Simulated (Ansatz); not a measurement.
Se_Si in silicon (start: the Si site; 216-site cell, 2×2×2 shifted sampling). All values below come from PBE, PAW (plane waves to 420 eV; Ansatz, a first-principles code). Total energies of the localised charge states, counted from that of charge +2, and their image corrections (point charge with alignment); the host's valence-band maximum lies at 5.995 eV on the cells' energy zero and its gap is 0.61 eV.

```json
[
 {"charge": "+2", "moment (μB)": "not spin-polarised", "E − E(first) (eV)": "0.000", "correction (eV)": "0.410"},
 {"charge": "+1", "moment (μB)": "1.0", "E − E(first) (eV)": "6.400", "correction (eV)": "0.119"},
 {"charge": "0", "moment (μB)": "not spin-polarised", "E − E(first) (eV)": "12.929", "correction (eV)": "0.000"}
]
```

Task: Derive the transition levels above the valence-band maximum and say which of them are thermodynamic.

Result: A level is the Fermi energy at which two charges have equal formation energy: ε(q/q′) = [E(q′) + corr(q′) − E(q) − corr(q)] / (q − q′) − E_VBM.
ε(+2/+1) = [(6.400 + 0.119) − (0.000 + 0.410)] / 1 − 5.995 = 0.11 eV
ε(+1/0) = [(12.929 + 0.000) − (6.400 + 0.119)] / 1 − 5.995 = 0.41 eV
Thermodynamic levels at least 0.1 eV inside the gap: (+2/+1) at 0.11 eV; (+1/0) at 0.41 eV. They hold to tenths of an eV in this cell. Only the charges listed were compared. At charge −1 the carrier sat in host band states, shallow at most.
